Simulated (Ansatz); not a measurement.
# WO3 (Pbcm, No. 57, 16 atoms in the cell; start mp-2486616; a measured phase of this formula has another space group)

Level of theory: LDA (Ansatz, a program for electronic structure, PAW).

Settings: plane-wave cutoff 520 eV, 10×6×6 k mesh (along the axes of the cell as run), Fermi–Dirac smearing 0.01 eV, no spin polarisation, scalar-relativistic PAW data made under PBE.

Cell (relaxed at this level):

```yaml
crystal:
  lattice:
    - [3.84580, 0.00000, 0.00000]
    - [0.00000, 7.58980, 0.00000]
    - [0.00000, 0.00000, 7.43765]
  atoms:
    - { symbol: W, position: [0.94495, 0.97366, 0.75000] }
    - { symbol: W, position: [0.05505, 0.02634, 0.25000] }
    - { symbol: W, position: [0.94495, 0.52634, 0.25000] }
    - { symbol: W, position: [0.05505, 0.47366, 0.75000] }
    - { symbol: O, position: [0.99454, 0.76044, 0.25000] }
    - { symbol: O, position: [0.00546, 0.23956, 0.75000] }
    - { symbol: O, position: [0.99454, 0.73956, 0.75000] }
    - { symbol: O, position: [0.00546, 0.26044, 0.25000] }
    - { symbol: O, position: [0.51398, 0.01148, 0.25000] }
    - { symbol: O, position: [0.48602, 0.98852, 0.75000] }
    - { symbol: O, position: [0.51398, 0.48852, 0.75000] }
    - { symbol: O, position: [0.48602, 0.51148, 0.25000] }
    - { symbol: O, position: [0.00000, 0.00000, 0.50000] }
    - { symbol: O, position: [0.00000, 0.00000, 0.00000] }
    - { symbol: O, position: [0.00000, 0.50000, 0.50000] }
    - { symbol: O, position: [0.00000, 0.50000, 0.00000] }
```

```
Quantity                       Result
--------  ---------------------------
band gap  1.09 eV (on the SCF k mesh)
```

Note: the relaxation could not lower the start's symmetry, so the cell can be a saddle point above a distorted one.

Spin–orbit coupling is not included.

Computed values are for the static lattice.

Cost on a shared machine: around 14 core-minutes (rough).

A start named mp-… is a Materials Project structure, which need not be a measured phase.
